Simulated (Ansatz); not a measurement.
# AlN, pressure series

Consider AlN in the zinc blende structure (space group F-43m, No. 216).

```
AlN
1.0
    0.00000     2.20161     2.20161
    2.20161     0.00000     2.20161
    2.20161     2.20161     0.00000
N Al
1 1
Cartesian
  3.30241   3.30241   3.30241
  0.00000   0.00000   0.00000
```

Cell and atoms are relaxed at each pressure.

The values are results of PBE (Ansatz, a program for electronic structure; PAW; 420 eV plane waves; no spin-orbit coupling), not measurements.

Candidates:
(a) pressure 3 GPa
(b) pressure 0.7 GPa
(c) pressure 7.5 GPa
(d) pressure −2 GPa
(e) pressure 1.5 GPa

For the base:

| Quantity | Value |
|---|---|
| Smallest direct gap | 3.98 eV |

Task: Order them by smallest direct gap, lowest first.

Result: (d) pressure −2 GPa (3.88 eV), (b) pressure 0.7 GPa (4.01 eV), (e) pressure 1.5 GPa (4.04 eV), (a) pressure 3 GPa (4.11 eV), (c) pressure 7.5 GPa (4.29 eV)

Load acts through the strain it causes; cell and atoms are relaxed under it. Whether these cells are dynamically stable was not tested. Tetrahedral semiconductors of this kind turn to denser phases somewhere between about 1 and 50 GPa; those were not computed, so compressed cells here can lie past the real transition. This is not the structure that AlN has at room temperature and ambient pressure.
